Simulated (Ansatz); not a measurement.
An Ansatz (a program for electronic structure) run: ZrS2 with a change (x(Ti) = 0.667, 9 atoms, C2/m (arrangement A)); PBE-D3(BJ), PAW, 420 eV (Ansatz; no spin-orbit coupling).

Input:

Ansatz 0.2 input:
```yaml
crystal:
  lattice:
    - [6.3467776168, -1.7306701347, 0]
    - [6.3467776168, 1.7306701347, 0]
    - [-2.0981804872, 0, 7.9191635444]
  atoms:
    - { symbol: Ti, position: [0.8285744243, 0.8285744243, 0.6630288271] }
    - { symbol: Ti, position: [0.1714255757, 0.1714255757, 0.3369711729] }
    - { symbol: Zr, position: [0.5, 0.5, 0] }
    - { symbol: S, position: [0.6384622691, 0.6384622691, 0.5263781601] }
    - { symbol: S, position: [0.9745412473, 0.9745412473, 0.2113034473] }
    - { symbol: S, position: [0.2973755451, 0.2973755451, 0.8536145481] }
    - { symbol: S, position: [0.0254587527, 0.0254587527, 0.7886965527] }
    - { symbol: S, position: [0.3615377309, 0.3615377309, 0.4736218399] }
    - { symbol: S, position: [0.7026244549, 0.7026244549, 0.1463854519] }
basis: { ecutwfc: 420, ecutrho_ratio: 4, xc_grid: 2, fft_grid_basis: typed }
kpoints: { mp_grid: { grid: [14, 14, 6] } }
hamiltonian:
  xc: pbe
  dispersion: d3bj
  pseudopotentials: { kind: paw }
scf: { occupations: { method: fermi_dirac, width: 0.05 }, convergence: { dr2_threshold: 0.0000000009 } }
output: { forces: true, stress: true }
checkpoint: { write: state.ck, write_every: 1000 }
```

Output:

```
WARN ansatz: RAYON_NUM_THREADS=1 ignored (pool sized by the plan → 1); use --threads N
Pseudopotentials: kind: paw
Pseudopotential: Ti, paw, valence charge 12
Pseudopotential: Zr, paw, valence charge 12
Pseudopotential: S, paw, valence charge 6
Functional definition: PBE
Crystal: 9 atoms, lattice volume = 173.971 Å³
Basis set: ecut = 420 eV, 3381 PW (Γ), exchange–correlation on 90×90×120 points (8 copies of the dense FFT grid, shifted against one another)
Bands: 45, of which v1, the nominal top of the filled ones, is band 36 counted from 1 (35 counted from 0)
Symmetry: 4 space group operations
Space group: C2/m (ITA 12), of the structure as read, at distance tolerance 5.6e-5 Å
k-points: 324 of 1176
Initial density: superposition of atomic densities (neutral atoms: chi_scale 0, normalization atom), corrected by the library's trained network
Initial wavefunctions: pseudopotential atomic-orbital guess
Eigensolver: davidson
Functional: x = pbe(κ = 0.804, μ = 0.2195149727645171), c = pbe(β = 0.06672455060314922)
SCF iter   1: F=—  HF=-14611.190241 eV  |F-HF|=—  |Δ(HF+E_count)|=         —  Δρ=3.03e-3  dr2=2.56e-2  ethr=1.77e-3  ⟨swp⟩=6.0  Hψ=58888  notcnv=0
all-band conjugate gradients solve this SCF's bands
preconditioner: auto → Kerker (q_TF=auto, 2.355 Å⁻¹)
SCF iter   2: F=—  HF=-14611.185743 eV  |F-HF|=—  |Δ(HF+E_count)|=   4.50e-3  Δρ=1.45e-3  dr2=5.76e-3  ethr=3.55e-5  ⟨swp⟩=1.0  Hψ=17183  notcnv=0  defer=2
SCF iter   3: F=—  HF=-14611.185652 eV  |F-HF|=—  |Δ(HF+E_count)|=   9.10e-5  Δρ=2.32e-4  dr2=2.15e-4  ethr=8.00e-6  ⟨swp⟩=2.1  Hψ=19626  notcnv=0  defer=2
SCF iter   4: F=—  HF=-14611.185654 eV  |F-HF|=—  |Δ(HF+E_count)|=   1.26e-6  Δρ=6.58e-5  dr2=2.34e-5  ethr=2.99e-7  ⟨swp⟩=2.0  Hψ=21434  notcnv=0  defer=2
SCF iter   5: F=—  HF=-14611.185575 eV  |F-HF|=—  |Δ(HF+E_count)|=   7.88e-5  Δρ=2.28e-5  dr2=2.86e-6  ethr=3.25e-8  ⟨swp⟩=2.6  Hψ=23242  notcnv=0  defer=2
SCF iter   6: F=—  HF=-14611.185644 eV  |F-HF|=—  |Δ(HF+E_count)|=   6.89e-5  Δρ=6.63e-6  dr2=1.27e-7  ethr=3.97e-9  ⟨swp⟩=2.0  Hψ=20126  notcnv=0  defer=2
SCF iter   7: F=—  HF=-14611.185644 eV  |F-HF|=—  |Δ(HF+E_count)|=   3.58e-8  Δρ=2.44e-6  dr2=1.83e-8  ethr=1.77e-10  ⟨swp⟩=2.0  Hψ=20769  notcnv=0  defer=2
SCF iter   8: F=—  HF=-14611.185644 eV  |F-HF|=—  |Δ(HF+E_count)|=   2.38e-9  Δρ=6.80e-7  dr2=1.43e-9  ethr=2.54e-11  ⟨swp⟩=2.0  Hψ=20108  notcnv=0  defer=2
SCF iter   9: F=-14611.185644 eV  HF=-14611.185644 eV  |F-HF|=8.00e-11  |Δ(HF+E_count)|=  4.22e-10  Δρ=2.55e-7  dr2=2.64e-10  ethr=1.25e-12  ⟨swp⟩=4.0  Hψ=46968  notcnv=0
SCF 1 converged in 9 iterations: F = -14611.185644 eV  dr2 = 2.64e-10
SCF converged after 9 iterations
Free energy (F): -14611.185644 eV
Harris-Foulkes:  -14611.185644 eV  (|F-HF|=8.00e-11)
Internal energy: -14611.180104 eV  (E = F + TS)
E sigma→0 (E₀):  -14611.182874 eV
Entropy (-TS):   -0.005539 eV (-0.615 meV/atom)
Fermi energy:    8.368858 eV
--- Per-component energies (eV) ---
  E_band       = -547.364318
  E_kinetic    = 1521.651578
  E_local      = -4212.882866  (includes V_loc(G=0)·N_el)
  E_nonlocal   = 260.486941
  E_hartree    = 1647.378891
  E_xc         = -943.441412
  E_vxc        = -964.904330  (∫ρ·V_xc dr)
  E_paw        = -8647.657545  (= ΣΔE_a)
  E_vpaw       = -446.473922  (= ΣTr[D̂ρ^β])
  E_aug_tail   = 0.000289  (compensation charges beyond the density's cutoff)
  E_ewald      = -4233.193136
  E_disp       = -3.522844  (pairwise vdW)
  E_smearing   = -0.005539  (= −TS)
  E_closure    = 0.000000  (closes the sum)
  Σ components = -14611.185644   (vs F -14611.185644, Δ=0.00e0)
  [band-id]    e_kinetic+e_local+e_nonlocal+2·e_hartree+e_vxc+e_vpaw+e_augmentation_tail = -547.364528   (vs E_band -547.364318, Δ=-2.10e-4)
--- Forces (eV/Å), atoms counted from 1 ---
  atom   1  Ti     0.00439569     0.00000000    -0.00022417
  atom   2  Ti    -0.00439569     0.00000000     0.00022417
  atom   3  Zr     0.00000000     0.00000000     0.00000000
  atom   4  S     -0.00167805     0.00000000    -0.00225239
  atom   5  S     -0.00134412     0.00000000    -0.00060139
  atom   6  S     -0.00114673     0.00000000    -0.00006202
  atom   7  S      0.00134412     0.00000000     0.00060139
  atom   8  S      0.00167805     0.00000000     0.00225239
  atom   9  S      0.00114673     0.00000000     0.00006202
  max |Σ_I F_I| component: 4.34e-19 eV/Å
--- Stress (GPa, compression-positive) ---
        0.009494       0.000000       0.009325
        0.000000      -0.001399       0.000000
        0.009325       0.000000      -0.003862
  P = ⅓ Tr σ = 0.0014 GPa (0.014 kbar)
  The stress holds the Pulay correction. Without it, at fixed plane waves, as pw.x and ABINIT print it: P = -0.0114 GPa
  The stress includes an estimate of the error left by incomplete SCF convergence (largest component 0.0000 GPa).
--- Band table ---
  band table: none
```

Each cell is one ordered arrangement of few atoms, which overstates ordering effects compared with a random alloy. Stability against distortions was not tested. All final runs are without spin polarisation. The cell was made from ZrS2 by this change: x(Ti) = 0.667, 9 atoms, C2/m.
